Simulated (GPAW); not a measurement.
```
HfGeS
1.0
    3.52299     0.00000     0.00000
    0.00000     3.52299     0.00000
    0.00000     0.00000     7.73621
Hf Ge S
2 2 2
Cartesian
  0.00000   1.76149   5.61796
  1.76149   0.00000   2.11825
  1.76149   1.76149   0.00000
  0.00000   0.00000   0.00000
  0.00000   1.76149   2.93868
  1.76149   0.00000   4.79753
```

Computed with LDA (Perdew-Wang 92), GPAW PAW datasets LDA (gpaw-data 1.0.1) (plane waves; GPAW).

The set-up and first iterations of a GPAW log for HfGeS (P4/nmm, 6 atoms in the cell):

```
Input parameters:
  convergence: {forces: 0.001}
  kpts: {gamma: True,
         size: (7, 7, 4)}
  maxiter: 100
  mode: {ecut: 550,
         name: pw}
  nbands: -12
  occupations: {name: fermi-dirac,
                width: 0.05}
  symmetry: {symmorphic: False,
             tolerance: 0.0005}

species:
  Hf:
    name: Hafnium
    Z: 72.0
    valence: 12
    core: 60
    charge: 0.0
    file: Hf.LDA.gz

    # Using partial waves for Hf as LCAO basis

  Ge:
    name: Germanium
    Z: 32.0
    valence: 4
    core: 28
    charge: 0.0
    file: Ge.LDA.gz

    # Using partial waves for Ge as LCAO basis

  S:
    name: Sulfur
    Z: 16.0
    valence: 6
    core: 10
    charge: 0.0
    file: S.LDA.gz

    # Using partial waves for S as LCAO basis

Reference energy: -954967.460292  # eV

Spin-paired calculation

Convergence criteria:
 Maximum [total energy] change in last 3 cyles: 0.0005 eV / valence electron
   [... lines left out ...]

Density mixing:
  Method: separate
  Backend: pulay
  Linear mixing parameter: 0.05
  old densities: 5
  Damping of long wavelength oscillations: 50

Hamiltonian:
  XC and Coulomb potentials evaluated on a 40*40*84 grid
  External potential:
    NoExternalPotential

Number of atoms: 6
Number of atomic orbitals: 42
Number of bands in calculation: 34
Number of valence electrons: 44
Bands to converge: occupied

Density initialized from atomic densities
  34 bands from LCAO basis set

Atomic positions and initial magnetic moments

Positions:
   0 Hf     0.000000    1.761494    5.617958    ( 0.0000,  0.0000,  0.0000)
   1 Hf     1.761494    0.000000    2.118251    ( 0.0000,  0.0000,  0.0000)
   2 Ge     1.761494    1.761494    0.000000    ( 0.0000,  0.0000,  0.0000)
   3 Ge     0.000000    0.000000    0.000000    ( 0.0000,  0.0000,  0.0000)
   4 S      0.000000    1.761494    2.938676    ( 0.0000,  0.0000,  0.0000)
   5 S      1.761494    0.000000    4.797533    ( 0.0000,  0.0000,  0.0000)

Unit cell:
           periodic     x           y           z      points  spacing
  1. axis:    yes    3.522987    0.000000    0.000000    20     0.1761
  2. axis:    yes    0.000000    3.522987    0.000000    20     0.1761
  3. axis:    yes    0.000000    0.000000    7.736209    42     0.1842

  Lengths:   3.522987   3.522987   7.736209
  Angles:   90.000000  90.000000  90.000000

Effective grid spacing dv^(1/3) = 0.1788
     iter     time        total  log10-change:
                         energy   eigst   dens  force
iter:   1 --:--:--   -44.186242
iter:   2 --:--:--   -44.018649   -1.20  -1.16
iter:   3 --:--:--   -43.641845   -1.36  -1.19
iter:   4 --:--:--   -43.577314   -2.40  -1.37
iter:   5 --:--:--   -43.593776   -2.33  -1.51
iter:   6 --:--:--   -43.585206c  -2.39  -1.76
iter:   7 --:--:--   -43.566572   -3.61  -2.15
iter:   8 --:--:--   -43.565261c  -4.42  -2.44
iter:   9 --:--:--   -43.563973c  -3.98  -2.47
iter:  10 --:--:--   -43.563511c  -4.39  -2.53
iter:  11 --:--:--   -43.562938c  -4.33  -2.77
iter:  12 --:--:--   -43.562850c  -4.85  -3.05
iter:  13 --:--:--   -43.562810c  -4.60  -3.17
iter:  14 --:--:--   -43.562752c  -5.47  -3.28
iter:  15 --:--:--   -43.562752c  -6.60  -3.60
iter:  16 --:--:--   -43.562738c  -5.96  -3.65
iter:  17 --:--:--   -43.562738c  -6.70  -3.96
```

Question: How does the run end?

Answer: The run converged in 26 iterations. Convergence of the loop says nothing yet on basis, mesh or lower states. It ends on: free energy E − TS (from the program's reference atoms) -43.5676 eV; Fermi level (on the code's own zero) 11.55 eV; pressure 5.41 GPa; largest force (vector length) 0.367 eV/Å. The log goes on:

```
iter:  18 --:--:--   -43.562737c  -7.82c -4.19c
iter:  19 --:--:--   -43.562733c  -7.21  -4.23c
iter:  20 --:--:--   -43.562734c  -7.48c -4.40c -1.96
iter:  21 --:--:--   -43.562735c  -7.88c -4.54c -1.96
iter:  22 --:--:--   -43.562736c  -8.40c -4.57c -2.78
iter:  23 --:--:--   -43.562736c  -8.67c -4.83c -2.57
iter:  24 --:--:--   -43.562736c  -8.32c -4.92c -2.49
iter:  25 --:--:--   -43.562736c  -9.13c -5.29c -2.65
iter:  26 --:--:--   -43.562736c -10.73c -5.57c -3.92c
Converged after 26 iterations.

Dipole moment: (-0.000000, -0.000000, -0.000000) |e|*Ang

Energy contributions relative to reference atoms: (reference = -954967.460292)

Kinetic:        +81.540123
Potential:      -71.137087
External:        +0.000000
XC:             -53.149295
Entropy (-ST):   -0.009721
Local:           -0.811616
SIC:             +0.000000
--------------------------
Free energy:    -43.567596
Extrapolated:   -43.562736

Showing only first 2 kpts
 Kpt  Band  Eigenvalues  Occupancy
  0    20      8.97682    2.00000
  0    21     10.17053    2.00000
  0    22     11.24305    1.99588
  0    23     11.81532    0.01031

  1    20      8.98274    2.00000
  1    21      9.29005    2.00000
  1    22     11.56265    0.89575
  1    23     12.16479    0.00001

Fermi level: 11.55219

No gap
No difference between direct/indirect transitions
Energy (eV): -43.562736

Forces in eV/Ang:
  0 Hf    0.00000    0.00000   -0.36723
  1 Hf    0.00000    0.00000    0.36723
  2 Ge   -0.00000    0.00000    0.00000
  3 Ge    0.00000    0.00000    0.00000
  4 S     0.00000    0.00000    0.14433
  5 S     0.00000    0.00000   -0.14433

Stress tensor:
    -0.031214     0.000000     0.000000
     0.000000    -0.031214     0.000000
     0.000000     0.000000    -0.038844
Stress (GPa, Voigt): [-5.0011 -5.0011 -6.2235  0.      0.      0.    ]
```

For comparison: a first run was changed to give this one (lattice scaled by 0.98), and from it to this one the free energy goes up by 4.1 meV/atom, the pressure goes from -3.72 to 5.41 GPa and the largest force goes from 0.203 to 0.367 eV/Å.

The starting cell comes from a database of computed structures (which also holds hypothetical and non-ambient phases and stackings), without a prior relaxation at this level. Its lattice was rescaled by a random factor within 2.5 % of one. For this run, on top of that: lattice scaled by 0.98. Spin-orbit coupling is off. With a pressure of about 5 GPa the cell is away from its equilibrium volume at this level.

The run was DFT LDA (Perdew-Wang 92), plane waves, GPAW PAW datasets LDA (gpaw-data 1.0.1). Main settings of its input:

| key | value |
|---|---|
| mode | pw |
| ecut | 550 eV |
| xc | LDA |
| kpts | 7 7 4 |
| mesh shift (steps) | 0 0 0 |
| occupations.name | fermi-dirac |
| occupations.width | 0.05 eV |
| nbands | -12 |
| convergence.forces | 0.001 eV/Å |
| symmetry.symmorphic | false |
| symmetry.tolerance | 0.0005 |
| maxiter | 100 |
